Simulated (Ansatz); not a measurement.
**Predicting a run: zincblende CdTe (F-43m), uniaxial stress along [110] (tension)**

Cell and atoms relaxed with PBEsol to each stress σ (compression positive); gaps by r2SCAN with spin-orbit coupling, rigid bands (plane waves, PAW; Ansatz, a program for electronic structure). Unloaded cell: a = 4.5886 Å, b = 4.5886 Å, c = 4.5886 Å, α = 60.00°, β = 60.00°, γ = 60.00°.

| σ (GPa) | strain along [110] (%) | gap (eV) |
|---|---|---|
| 0 | 0 | 1.006 |
| -0.50 | 1.27 | 0.966 |
| -1.50 | 3.96 | 0.887 |
| -3.50 | 10.55 | 0.769 |

Task: Fit E_g = 1.006 eV + aσ + bσ² and ε = cσ + dσ² to the loaded rows by least squares.

Result: a = 0.0868 eV/GPa, b = 0.00545 eV/GPa²; c = -2.38 %/GPa, d = 0.181 %/GPa².

Task: One run was withheld, at σ = -2.50 GPa. Predict its gap and its strain along [110], then set them beside the run.

Result: E_g = 1.006 + (0.0868)(-2.50) + (0.00545)(-2.50)² = 0.823 eV and ε = (-2.38)(-2.50) + (0.181)(-2.50)² = 7.08 %. The run gave 0.816 eV and 6.95 %, misses of 0.007 eV and 0.13 percentage points.

Gaps are resolved to about 0.01 eV; third decimals are kept for the arithmetic. Every relaxation keeps the zincblende phase (space group Imm2 under this load), so a transition, a distortion that breaks the symmetry or fracture can't show.
